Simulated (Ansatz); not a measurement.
**NaCaF3 in the cubic perovskite structure (space group Pm-3m, No. 221; a hypothetical phase, not in the database extracts checked)**

```yaml
crystal:
  lattice:
    - [4.43100, 0.00000, 0.00000]
    - [0.00000, 4.43100, 0.00000]
    - [0.00000, 0.00000, 4.43100]
  atoms:
    - { symbol: Na, position: [0.00000, 0.00000, 0.00000] }
    - { symbol: Ca, position: [0.50000, 0.50000, 0.50000] }
    - { symbol: F, position: [0.00000, 0.50000, 0.50000] }
    - { symbol: F, position: [0.50000, 0.50000, 0.00000] }
    - { symbol: F, position: [0.50000, 0.00000, 0.50000] }
```

All numbers come from PBE, PAW, 420 eV (Ansatz, a quantum-chemistry and plane-wave program; no SOC). Settings: 8×8×8 k-points, 0.05 eV Fermi–Dirac smearing.

| Quantity | Value |
|---|---|
| Volume per atom | 17.40 Å³ |
| Density | 2.29 g/cm³ |
| Band gap | 5.00 eV (uncertain: the edges found on the path are not clean extrema) |
| Total energy | -1147.269 eV/atom (σ→0; compares only within this code and set-up) |

No phonon test of stability was made. Many cubic perovskites are stable only at high temperature; tilts and polar distortions were not tested.
